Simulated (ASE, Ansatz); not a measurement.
A thermal frame of composition Na3Si6B5O21, cell Na6Si12B10O42, first heated far above this temperature, then brought to it [in the CHGNet run: it was liquid; mean temperature 1697 K (target 1620 K); density 1.98 g/cm³, volume +7 % from the start cell's; mean pressure 0.7 GPa against a target of 0], from MD with the machine-learned potential CHGNet 0.3.0 in ASE at 1620 K. Computed with PBE (plane waves, PAW; Ansatz, a quantum-chemistry and plane-wave program).

plane-wave cutoff: 420 eV
k-points: Γ only
Fermi-Dirac width: 0.140 eV
spin: not polarised; no spin-orbit coupling

A check of the k-sampling: on the last frame of the same run a denser mesh moved the PBE forces by 0.004 eV/Å rms, the static pressure by 0.00 GPa and the free energy by -1 meV/atom.

```xyz
70
Lattice="10.1636 0.0000 0.0000 0.0000 10.1636 0.0000 0.0000 0.0000 10.1636" Properties=species:S:1:pos:R:3 pbc="T T T"
Na     5.1424     9.4666    -0.2461
Na     2.4822     4.5908    -0.0599
Na     3.6039     9.6548     5.9262
Na     0.7792    -4.1107     6.2878
Na     4.8250     5.4854     2.7327
Na     2.9196    -7.8220     7.2940
B     -1.4455     3.5657     2.1808
B      9.8945     4.5367     4.3511
B      2.0088     4.6511     3.5243
B      7.6541     0.5301     6.6066
B      4.7144     0.5310     2.7479
B     10.6441     8.6049     3.1707
B     -0.5642     4.1599     9.8021
B     11.5281     6.3638     2.2322
B      2.1100     9.7341     9.3164
B      4.2976     3.6018     4.6450
Si     5.4621     4.7215     7.0415
Si     8.1929     1.7506     9.2620
Si     5.4141     2.6826     9.2840
Si     0.2460     8.0851     0.5434
Si     2.1539    -0.0746     1.9748
Si     5.3837     5.7734     9.6995
Si    -1.5289     6.3108    -1.0807
Si     0.6998     1.7012    10.2884
Si     6.3683     2.5537     3.1928
Si     6.3291    10.4193     4.6358
Si     8.1264     6.1868     6.1643
Si     8.4901     8.8803     4.8536
O      7.1249     1.8832     4.4808
O      5.2498     3.6319     3.4613
O      4.9106     9.9554     3.9941
O      1.0807     4.1762     4.8172
O      9.7941     8.3416     4.3200
O      7.6607     7.8110     5.6491
O      5.7944     1.1317     2.2111
O      0.7202     3.2788     9.7873
O      9.3656     4.1167     1.1231
O      3.1569     4.9167     4.0795
O      3.6171     0.0815     2.0230
O      1.3034     1.3001    11.8798
O      9.3408     7.8705    -0.4226
O      8.9474     6.5327     7.5283
O      9.2232     1.0239    -0.0403
O     10.9584     6.5545     0.8986
O      2.9214    -1.1592    -1.6391
O      7.0923     6.1986     9.5981
O      6.4663     0.1043     6.2091
O      9.1652     3.9739     3.4165
O      9.2287     5.5524     5.0609
O     12.5413     7.2853     2.6256
O      7.5995     2.8089     2.2469
O      5.8457     3.3641     7.7101
O      1.6132     9.2683     0.6876
O      7.3608     9.2489     3.8637
O      7.8261     1.1825     7.7201
O     -0.2140     5.1740    -1.0751
O      8.7997    10.1744    -4.2083
O     -1.7022     3.4218     9.0633
O      4.5555     4.5361     5.7352
O      4.7411     6.7463     0.6229
O      4.9139     5.8667     8.1824
O     10.0216     8.6399     1.9930
O      1.3983     5.0061     2.4239
O      6.6303     1.5628    -0.4439
O      5.7841     4.1323    10.2050
O      6.8309     5.2285     6.4214
O      3.8679     2.2533     4.7228
O      1.6445    -0.8279     3.3585
O      3.8382     2.4994     9.6089
O      1.3525    10.8782     9.2161
```

Give the forces on atoms 5, 9, 10, 24, 32, 43, 60, 66, 68, 70 (eV/Å), the static pressure (no kinetic part), the Kohn-Sham gap at the supercell's Γ point.


| atom | Fx Fy Fz |
|---|---|
| Na5 | -0.334 1.740 -0.891 |
| B9 | 0.286 -0.937 5.602 |
| B10 | 4.587 -0.776 0.807 |
| Si24 | -1.837 0.862 2.219 |
| O32 | -2.675 1.432 -2.922 |
| O43 | 4.061 -0.786 2.493 |
| O60 | 0.017 -0.914 -0.891 |
| O66 | 3.305 2.165 -1.021 |
| O68 | -0.704 2.007 0.444 |
| O70 | 2.047 -0.697 -2.386 |
- static pressure (no kinetic part): 2.23 GPa
- Kohn-Sham gap at the supercell's Γ point: 1.96 eV
